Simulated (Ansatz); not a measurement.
What a tighter setting buys: kpoints.mp_grid.grid, RbGaS2O8 (P321, 12 atoms in the cell)

Cell: a = 4.8820 Å, b = 4.8820 Å, c = 8.6294 Å, α = 90.00°, β = 90.00°, γ = 120.00°.

Computed with HSE06, default PAW files made with PBE (plane waves; Ansatz, an electronic-structure program).

Base settings: basis.ecutwfc = 30.9 Ry; kpoints.mp_grid.grid = 4 4 2; hamiltonian.xc = hse06; hamiltonian.pseudopotentials = {kind: paw} (the program's default PAW files); scf.occupations.method = fixed.

Misses are taken against the tightest run, 5 5 3, which need not be fully converged itself. The energy is the free energy per atom.

Core times come from one kind of shared machine and are given to one figure; runs under 30 s give none.

The starting cell comes from a database of computed structures (which also holds hypothetical and non-ambient phases and stackings), without a prior relaxation at this level. Its lattice was rescaled by a random factor within 2.5 % of one. In the base run, with a pressure of about -4 GPa the cell is away from its equilibrium volume at this level.

The runs (kpoints.mp_grid.grid): 2 2 1 | 3 3 2 | 4 4 2 | 5 5 2 | 5 5 3.

Task: Which is the coarsest setting among those run that, with all tighter ones, holds the energy within 1 meV/atom of the reference, and what does it save?

Result: 3 3 2, off by 0.00 meV/atom; it needs about 0.4 of the reference's time.

Task: What does the step from 2 2 1 to 5 5 2 buy?

Result: It takes the miss in the energy from 3.4 to 0.05 meV/atom, for roughly 8 times the time.

| kpoints.mp_grid.grid | energy less reference (meV/atom) | core time / reference (rough) |
|---|---|---|
| 2 2 1 | 3.38 | 0.09 |
| 3 3 2 | 0.00 | 0.4 |
| 4 4 2 | -0.05 | 0.4 |
| 5 5 2 | 0.05 | 0.7 |
| 5 5 3 | 0.00 | 1 |

Keys are those of Ansatz 0.2.
